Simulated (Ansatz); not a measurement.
## WCr (model structure, Fm-3m, No. 225, 2 atoms in the cell)

The numbers are results of PBE in Ansatz (PAW), not measurements.

Numerical settings: plane-wave cutoff 520 eV, spin-polarised with parallel moments, scalar-relativistic PAW data made under PBE.

Cell (relaxed at this level):

```cif
data_CrW
_chemical_formula_sum 'Cr1 W1'
_space_group_name_H-M_alt 'P 1'
_space_group_IT_number 1
_cell_length_a 3.52450
_cell_length_b 3.52450
_cell_length_c 3.52450
_cell_angle_alpha 60.000
_cell_angle_beta 60.000
_cell_angle_gamma 60.000
loop_
_space_group_symop_operation_xyz
  'x, y, z'
loop_
_atom_site_label
_atom_site_type_symbol
_atom_site_fract_x
_atom_site_fract_y
_atom_site_fract_z
_atom_site_occupancy
Cr1 Cr 0.00000 0.00000 0.00000 1
W1 W 0.50000 0.50000 0.50000 1
```
Starting moments (μB, in the order of the record's atoms Cr W): 4.0 0.0.

| Quantity | Result |
|---|---|
| bulk modulus | 193 GPa |

Note: the magnetic order was assumed, not searched for or taken from measurement; the bulk modulus is −V dP/dV from two relaxed cells at ±2 % in volume; the moments ended far under their starting size, a low-moment state that need not be the lowest; the relaxation could raise the start's symmetry but not lower it, so the cell can be a saddle point.

Spin–orbit coupling is not included.

Computed values are for the static lattice.

Cost on a shared machine: very roughly 4 core-minutes.

A model structure was made by putting elements into a prototype or built by hand; it is no filed structure, need not be a known phase, and can be a saddle point held by its symmetry.

Ansatz is a program for electronic structure.
